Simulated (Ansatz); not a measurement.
**ZnS: band gap against strain**

ZnS (zinc blende, F-43m, 19.213 Å³/atom at rest) under an equal strain ε in the (111) plane with the normal axis free, as in a coherent film. PBEsol in Ansatz, a plane-wave DFT program (PAW, default set), 420 eV, 11×11×11 Γ-centred mesh, Fermi-Dirac smearing 0.05 eV; ions are relaxed within the symmetry of each cell. Gaps are the smallest over the k-mesh and a band path, without spin-orbit coupling; in all rows the valence edge lies at Γ and the conduction edge at Γ.

Here s stands for strain and Eg for gap.

```
strain (%)  gap (eV)
----------  --------
0.00           2.085
0.42           2.035
0.83           1.987
1.25           1.937
2.50               ?
```

Taking a straight line for Eg over the 4 complete rows: Means: s 0.62500, Eg 2.0110. About the means, the sum of products is -0.10234 and the sum of squares of s is 0.86530; the slope is their ratio. Least squares gives Eg = 2.0849 - 0.11827·s. Residuals (row less fit): 0.0001, -0.0002, 0.0003, -0.0001; standard error 0.0003 (degrees of freedom: 2). Over these rows the gap moves by -12 ± 0.03 eV per unit strain.

### Question
Predict the withheld Eg at s = 2.50 from the fit, and compare with the calculation.

### Answer
Eg = 2.0849 - 0.11827 × 2.50 = 1.7892 eV. The calculation gives 1.792 eV, 0.0028 eV above the prediction (1.0 % of the range of Eg in the table). The row lies outside the fitted rows, so this is an extrapolation. The fitted rows scatter only by rounding.

One order more, fitted to all 7 runs of the series, follows each within 0.001, so the miss is the next term of a smooth law. Rows are the converged runs of the series near zero and its far end; series whose fitted rows scatter by over a few per cent of the range, as at a crossing or softening among them, aren't shown in this form. Most that stay on the fit to the last digits aren't either.
